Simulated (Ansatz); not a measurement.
What B interstitial (started 1.56 Å from the nearest host atom) does to MgB2

The parent structure is a 12-atom supercell of MgB2 (space group P6/mmm, No. 191; a = 3.0632 Å, c = 3.4999 Å) at its relaxed geometry.

One thing is altered: one B atom is added in an open site, starting 1.56 Å from the nearest host atom, atoms relaxed at fixed cell, starting from a slightly rattled geometry.

Method: Ansatz (an electronic-structure program) PBEsol, no SOC. k-mesh 11×11×11 (Γ-centred); smearing 0.05 eV (Fermi–Dirac).

```csv
quantity,base,changed,shift
pressure,0.0 GPa,6.4 GPa,+6.46 GPa
final site of the added atom,–,5 B at 1.63–1.91 Å and 3 Mg at 2.19 Å (cubic),–
```

Final structure:

```xyz
13
Lattice="6.1264 0.0000 0.0000 -3.0632 5.3057 0.0000 3.0632 5.3057 3.4999" Properties=species:S:1:pos:R:3 pbc="T T T"
Mg    -0.0658    -0.2482     0.1094
Mg     4.3423     2.7280     0.1095
Mg     2.9974    -0.0326     0.1095
Mg     1.6525     2.7281     0.1095
B      2.9974     7.0416     1.0449
B      4.5275     4.3879     1.8594
B     -0.0658     7.0434     1.8594
B      1.4673     4.3879     1.8594
B      4.4912     6.1792     1.8594
B      6.0607     3.4608     1.8594
B      1.5037     6.1792     1.8594
B      2.9974     3.5045     1.8594
B      2.9974     7.0417     2.6739
```

Cost of the whole job for the changed cell (relaxation, final SCF and bands): about 30 core-minutes (a rough figure).

In so small a cell the defect repeats every few ångströms: this is an ordered compound, not a dilute defect. All final runs are without spin polarisation. The defect cell is not spin-polarised.
